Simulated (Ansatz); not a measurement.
Input and output of a zone-centre phonon calculation for CaPt₂ (Fd-3m, 6 atoms in the cell) (Ansatz, a program for electronic structure).

Method of the run: LDA (PW92), default PAW files made with PBE (plane waves; Ansatz).

```
CaPt2
1.0
    0.00000     3.81133     3.81133
    3.81133     0.00000     3.81133
    3.81133     3.81133     0.00000
Ca Pt
2 4
Direct
  0.00000   0.00000   0.00000
  0.25000   0.25000   0.25000
  0.12500   0.62500   0.62500
  0.62500   0.62500   0.12500
  0.62500   0.12500   0.62500
  0.62500   0.62500   0.62500
```

Reference input (self-consistent single point, DFT, LDA (PW92), plane waves, default PAW files made with PBE): basis.ecutwfc = 420 eV; kpoints.mp_grid.grid = 8 8 8; hamiltonian.xc = lda; hamiltonian.pseudopotentials = {kind: paw} (the program's default PAW files); scf.occupations.method = gaussian; scf.occupations.width = 0.1 eV. This run's input differs from it in these lines:

```diff
@@ -22,6 +22,5 @@
   occupations: { method: gaussian, width: 0.1 eV }
-output:
-  forces: true
-  eigenvalues: true
-  stress: true
+  convergence: { dr2_threshold: 1.0e-11 eV }
+phonons:
+  method: dfpt
```

The program printed (abridged):

```
SCF iter   1: F=—  HF=-52530.935184 eV  |F-HF|=—  |Δ(HF+E_count)|=         —  Δρ=6.62e-3  dr2=2.93e-2  ethr=1.77e-3  ⟨swp⟩=7.6  Hψ=34347  notcnv=0  defer=4
all-band conjugate gradients solve this SCF's bands
preconditioner: auto → Kerker (q_TF=auto, 2.645 Å⁻¹)
SCF iter   2: F=—  HF=-52530.929066 eV  |F-HF|=—  |Δ(HF+E_count)|=   6.12e-3  Δρ=3.84e-3  dr2=1.50e-2  ethr=3.19e-5  ⟨swp⟩=2.1  Hψ=12180  notcnv=0  defer=4
   [... lines left out ...]
SCF iter   7: F=—  HF=-52530.926154 eV  |F-HF|=—  |Δ(HF+E_count)|=   7.35e-7  Δρ=3.42e-5  dr2=3.45e-6  ethr=2.73e-8  ⟨swp⟩=1.7  Hψ=8589  notcnv=0  defer=4
SCF iter   8: F=—  HF=-52530.926148 eV  |F-HF|=—  |Δ(HF+E_count)|=   6.63e-6  Δρ=3.51e-6  dr2=2.85e-8  ethr=3.75e-9  ⟨swp⟩=2.0  Hψ=10941  notcnv=0  defer=4
SCF iter   9: F=—  HF=-52530.926148 eV  |F-HF|=—  |Δ(HF+E_count)|=   3.97e-9  Δρ=4.88e-7  dr2=2.44e-10  ethr=3.10e-11  ⟨swp⟩=2.0  Hψ=11147  notcnv=0  defer=4
SCF iter  10: F=-52530.926148 eV  HF=-52530.926148 eV  |F-HF|=7.28e-12  |Δ(HF+E_count)|=  2.18e-11  Δρ=9.10e-8  dr2=6.88e-12  ethr=1.00e-12  ⟨swp⟩=8.2  Hψ=41757  notcnv=0
SCF 1 converged in 10 iterations: F = -52530.926148 eV  dr2 = 6.88e-12
DFPT response loops at Γ: preconditioner auto → Kerker (q_TF=auto, 2.645 Å⁻¹) (partly filled bands, converged f_vac=0.000) …
the response loops of the zone centre start from zero, take more passes and end by a threshold …
Free energy (F): -52530.926148 eV
Internal energy: -52530.903679 eV  (E = F + TS)
E sigma→0 (E₀):  -52530.914913 eV
Entropy (-TS):   -0.022469 eV (-3.745 meV/atom)
Fermi energy:    16.464129 eV
   [... lines left out ...]
  ASR residual: 3.697e-5 → 0.000e0 eV/Å²; symmetrization residual: 1.041e-7 eV/Å²
  ASR residual per site (eV/Å²): 1.03e-6 1.03e-6 3.70e-5 3.70e-5 3.70e-5 3.70e-5
  Γ frequencies (cm⁻¹): 0.00 0.00 0.00 72.95 72.95 72.95 125.37 125.37 128.75 128.75 128.75 170.05 170.05 170.05 202.86 202.86 202.86 218.26
  non-analytic LO–TO correction: not included (Born effective charges unavailable; polar crystals: no LO–TO splitting at Γ)
```

The run converged in 10 iterations. 

Summary of the result:
Free energy E − TS (on the zero of these files): -52530.9261 eV
Fermi level (on the code's own zero): 16.46 eV
Zone-centre frequencies (cm⁻¹; negative means imaginary): 0, 0, 0, 73, 73, 73, 125, 125, 129, 129, 129, 170, 170, 170, 203, 203, 203, 218

The starting cell comes from a database of computed structures (which also holds hypothetical and non-ambient phases and stackings), without a prior relaxation at this level. Its lattice was rescaled by up to half a per cent. Spin polarisation is off.

Cost on one core of a shared machine: roughly 20 min.

Keys are those of Ansatz 0.2.
